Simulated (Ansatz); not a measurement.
# A computed series for Ag2S: pressure series

Base system: Ag2S in the anti-fluorite structure (space group Fm-3m, No. 225; a = 6.090 Å; a model cell, its experimental status unchecked).

Cell and atoms are relaxed at each pressure.

The values are results of DFT with PBEsol, PAW potentials and a 420 eV plane-wave cutoff in Ansatz (a first-principles code), no spin-orbit coupling, earlier PAW set, not measurements.

Notes on the quantities. enthalpy: H = E + PV relative to the base's energy.

```
case                   enthalpy      density
----------------  -------------  -----------
base                          –   7.29 g/cm³
pressure −2 GPa   -0.24 eV/atom   7.10 g/cm³
pressure −1 GPa   -0.12 eV/atom   7.19 g/cm³
pressure 3 GPa    +0.35 eV/atom   7.53 g/cm³
pressure 7 GPa    +0.79 eV/atom   7.82 g/cm³
pressure 15 GPa   +1.64 eV/atom   8.30 g/cm³
pressure 30 GPa   +3.12 eV/atom   8.99 g/cm³
pressure 50 GPa   +4.95 eV/atom   9.71 g/cm³
pressure 75 GPa   +7.08 eV/atom  10.43 g/cm³
pressure 100 GPa  +9.07 eV/atom  11.03 g/cm³
```

Load acts through the strain it causes; cell and atoms are relaxed under it. No phonon test of stability was made. Competing high-pressure phases were not computed. All final runs are without spin polarisation. This is not the structure that Ag2S has at room temperature and ambient pressure.
